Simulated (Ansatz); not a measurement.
Sc: stress against strain

Sc (hcp, P6_3/mmc, 24.721 Å³/atom at rest, c along z) under a strain ε along c (axis z), the other axes held. PBE in Ansatz, a plane-wave DFT program (PAW, default set), 420 eV, 20×20×11 Γ-centred mesh, Fermi-Dirac smearing 0.10 eV; ions are relaxed within the symmetry of each cell. Stress is positive for a compressed cell.

Here s stands for strain and y for stress zz.

```
strain (%)  stress zz (GPa)
----------  ---------------
-3.00                     ?
-1.50                  1.53
-1.00                  1.01
-0.50                  0.50
0.00                   0.00
0.50                  -0.49
1.00                  -0.96
1.50                  -1.42
```

The 7 complete rows are fitted with a straight line, y against s. Means: s 0, y 0.024. About the means, the sum of products is -6.8900 and the sum of squares of s is 7.0000; the slope is their ratio. Least squares gives y = 0.024 - 0.9843·s. Residuals (row less fit): 0.030, 0.002, -0.016, -0.024, -0.022, 0.000, 0.032; standard error 0.025 (degrees of freedom: 5). The slope gives the elastic constant C33 = 98 ± 1.0 GPa.

Problem. What does the fit predict for y at s = -3.00, and how far is the calculated value from it?

Solution. y = 0.024 - 0.9843 × (-3.0) = 2.977 GPa. The calculation gives 3.18 GPa, 0.203 GPa above the prediction (4.4 % of the range of y in the table). The row lies outside the fitted rows, so this is an extrapolation. From the scatter of the fitted rows alone, a prediction at this place has a standard error of 0.040 GPa, so the miss is 5.1 times that.

One order more, fitted to all 13 runs of the series, follows each within 0.01, so the miss is the next term of a smooth law. In a metal these values are sensitive to mesh and smearing; energies are taken to zero smearing, stresses follow the free energy. Rows are the converged runs of the series near zero and its far end; series whose fitted rows scatter by over a few per cent of the range, as at a crossing or softening among them, aren't shown in this form. Most that stay on the fit to the last digits aren't either.
